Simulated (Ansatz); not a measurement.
Defect: O vacancy in corundum, neutral cell. All values below come from PBE, PAW (plane waves to 420 eV; Ansatz, a first-principles code).

Cell of 270 host sites held at the relaxed PBE lattice; the Γ point alone; Fermi-Dirac width 0.01 eV, spin-restricted; finite-size errors left in. No zero-point or tunnelling terms. The charge state is imposed; whether it is stable for some Fermi level was not computed. Forms of the defect that were not tried may lie lower.

Barriers: single points on a 2×2×2 k-point mesh shifted by half a step along c at the bands' geometries.

A. a nearby O atom hops onto the vacant site; the atom moves 2.52 Å along (-0.60, -0.30, 0.00) of the unit cell; the moving atom starts with neighbours Al at 1.88, Al at 1.89, 2 Al at 1.98 Å and ends with Al at 1.88, Al at 1.89, 2 Al at 1.98 Å; saddle order not checked, on a symmetry element.
B. a nearby O atom hops onto the vacant site; the atom moves 2.74 Å along (-0.33, -0.36, -0.17) of the unit cell; the moving atom starts with neighbours 2 Al at 1.87, Al at 1.99, Al at 2.01 Å and ends with 2 Al at 1.87, Al at 1.99, Al at 2.00 Å; saddle order not checked.

A band can be held on a symmetry element, so unchecked saddle points there may be too high.

Order them by forward barrier (lowest first) at the level PBE, PAW.

A (3.59 eV), B (4.11 eV)
